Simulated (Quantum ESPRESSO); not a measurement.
Worked example: self-consistent single point of CuAu (P4/mmm, 2 atoms in the cell) in Quantum ESPRESSO.

Method of the run: PBE, GBRV 1.5 ultrasoft (PBE) pseudopotentials (plane waves; Quantum ESPRESSO).

The change in words: lattice scaled by 0.98. Reference geometry:
```
CELL_PARAMETERS angstrom
      2.78029     0.00000     0.00000
      0.00000     2.78029     0.00000
      0.00000     0.00000     3.49314
ATOMIC_POSITIONS crystal
  Cu 0.50000 0.50000 0.50000
  Au 0.00000 0.00000 0.00000
```

Reference input (self-consistent single point, DFT, PBE, plane waves, GBRV 1.5 ultrasoft (PBE) pseudopotentials): ecutwfc = 50 Ry; ecutrho = 400 Ry; occupations = smearing; smearing = gaussian; degauss = 0.0099958 Ry; potentials = {Cu: cu_pbe_v1.2.uspp.F.UPF, Au: au_pbe_v1.uspp.F.UPF}; K_POINTS = automatic 16 16 12 0 0 0; conv_thr = 1e-11 Ry; mixing_beta = 0.3. This run's input differs from it in these lines:

```diff
@@ -10,4 +10,4 @@
    ibrav = 6
-   celldm(1) = 5.2539828676
-   celldm(3) = 1.256396459647
+   celldm(1) = 5.1489027567
+   celldm(3) = 1.256396526274
    nat = 2
@@ -28,3 +28,3 @@
 ATOMIC_POSITIONS bohr
-Cu    2.6269914338    2.6269914338    3.3005427369
+Cu    2.5744513784    2.5744513784    3.2345317688
 Au    0.0000000000    0.0000000000    0.0000000000
```

The program printed (abridged):

```
     Self-consistent Calculation

     iteration #  1     ecut=    50.00 Ry     beta= 0.30

     total energy              =    -518.62251589 Ry
     estimated scf accuracy    <       0.96592391 Ry

     iteration #  2     ecut=    50.00 Ry     beta= 0.30

     total energy              =    -518.72325331 Ry
     estimated scf accuracy    <       0.08314779 Ry

     iteration #  3     ecut=    50.00 Ry     beta= 0.30

     total energy              =    -518.74450467 Ry
     estimated scf accuracy    <       0.05115741 Ry

   [... 10 blocks of this kind left out ...]

     iteration # 14     ecut=    50.00 Ry     beta= 0.30

     total energy              =    -518.74822636 Ry
     estimated scf accuracy    <          1.1E-10 Ry

     iteration # 15     ecut=    50.00 Ry     beta= 0.30
     End of self-consistent calculation

     Number of k-points >= 100: set verbosity='high' to print the bands.

     the Fermi energy is    18.9966 ev

!    total energy              =    -518.74822637 Ry
     estimated scf accuracy    <          9.9E-13 Ry
     smearing contrib. (-TS)   =      -0.00033281 Ry
     internal energy E=F+TS    =    -518.74789356 Ry

     convergence has been achieved in  15 iterations

     Forces acting on atoms (cartesian axes, Ry/au):

     atom    1 type  1   force =     0.00000000    0.00000000    0.00000000
     atom    2 type  2   force =     0.00000000    0.00000000    0.00000000

     Total force =     0.000000     Total SCF correction =     0.000000

          total   stress  (Ry/bohr**3)                   (kbar)     P=      361.02
   0.00247335   0.00000000   0.00000000          363.84        0.00        0.00
   0.00000000   0.00247335   0.00000000            0.00      363.84        0.00
   0.00000000   0.00000000   0.00241589            0.00        0.00      355.39

   JOB DONE.
```

The run converged in 15 iterations. Against the reference run the free energy rises by 138 meV/atom and the pressure goes from 19.15 to 36.10 GPa. The full log also holds: “c_bands:  1 eigenvalues not converged”.

The starting cell comes from a database of computed structures (which also holds hypothetical and non-ambient phases and stackings), without a prior relaxation at this level. Its lattice was rescaled by a random factor within 2.5 % of one. For this run, on top of that: lattice scaled by 0.98. Spin-orbit coupling is off. Spin polarisation is off. With a pressure of about 36 GPa the cell is away from its equilibrium volume at this level.

Cost on one core of a shared machine: roughly 90 s.
